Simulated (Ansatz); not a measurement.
## Tm under a change: isotropic strain −0.49 %

Take Tm in the hcp (Mg type) structure (space group P6_3/mmc, No. 194; a = 3.673 Å, c = 6.002 Å; ferromagnetic; relaxed with 0.1 eV smearing) as the base.

The change: an isotropic linear strain of −0.49 %, atoms relaxed at fixed cell.

Method: DFT with PBE, PAW potentials and a 420 eV plane-wave cutoff in Ansatz (a program for electronic structure), no spin-orbit coupling. k-mesh 18×18×10 (Γ-centred); smearing 0.1 eV (Fermi–Dirac).

| quantity | base | changed | shift |
|---|---|---|---|
| volume per atom | 35.05 Å³ | 34.54 Å³ | -0.51 Å³ |
| space group | P6_3/mmc (No. 194) | P6_3/mmc (No. 194) | – |
| shortest interatomic distance | 3.673 Å | 3.655 Å | -0.018 Å |
| energy relative to the base (free energy F) | 0 meV/atom | +0.5 meV/atom | +0.5 meV/atom |
| pressure (mean of the normal stresses, compression positive) | 0.0 GPa | 0.3 GPa | +0.3 GPa |
| magnetic state | ferromagnetic | ferromagnetic | – |

Final structure:

```
CELL_PARAMETERS angstrom
      3.65464     0.00000     0.00000
     -1.82732     3.16501     0.00000
      0.00000     0.00000     5.97220
ATOMIC_POSITIONS crystal
  Tm 0.33333 0.66667 0.75000
  Tm 0.66667 0.33333 0.25000
```

Cost of the whole job for the changed cell (relaxation, final SCF and bands): roughly 2.9 core-minutes.

The magnetic state is the one reached from the starting moments; the real material's order can differ, and small cells can't hold many antiferromagnetic ones. The 4f electrons are in the valence with no U and their state was not checked, so volumes and moments can be off. No phonon test of stability was made.
